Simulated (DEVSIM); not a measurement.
Structure: abrupt Si p-n junction, at 400 K.

```
layer (left to right)  material  thickness (μm)  Nd (cm⁻³)  Na (cm⁻³)   τn (s)   τp (s)
---------------------  --------  --------------  ---------  ---------  -------  -------
1                            Si           0.190          -     2.2e18  0.00091  0.00091
2                            Si           0.480     9.9e15          -  0.00091  0.00091
```

Left contact: ohmic. Right contact: ohmic. Voltage is applied to the left contact. Recombination: SRH at mid-gap. Mobility is μmin + (μ − μmin)/(1 + (N/Nref)^α).

Constants are typed, rounded textbook-type inputs, not results; the design itself was drawn at random and stands for no fabricated device. Values at 300 K; Nc and Nv go as T^1.5, mobilities as T to minus their exponent, the gap by Varshni's rule with the affinity fixed.

| parameter | Si |
|---|---|
| gap (eV) | 1.124 |
| affinity (eV) | 4.05 |
| permittivity | 11.7 |
| Nc (cm⁻³) | 2.86e19 |
| Nv (cm⁻³) | 3.1e19 |
| μn (cm²/Vs) | 1417 |
| μp (cm²/Vs) | 470 |
| μn,min | 52 |
| μp,min | 45 |
| Nref,n | 9.7e16 |
| Nref,p | 2.2e17 |
| αn | 0.68 |
| αp | 0.72 |
| T exponent of μn | 2.3 |
| T exponent of μp | 2.2 |
| Varshni α (eV/K) | 0.000473 |
| Varshni β (K) | 636 |

Simulated with DEVSIM: 1D drift-diffusion, Boltzmann statistics, complete ionisation; no tunnelling, impact ionisation, image-force lowering or self-heating.

Question: Give the dark forward current.

Answer: 
(V (V), J (A/cm²)): (0.05, 0.00063); (0.10, 0.0031); (0.15, 0.013); (0.20, 0.053); (0.25, 0.21); (0.30, 0.85); (0.35, 3.4); (0.40, 13); (0.45, 49); (0.50, 170); (0.55, 490); (0.60, 1300); (0.65, 3100)
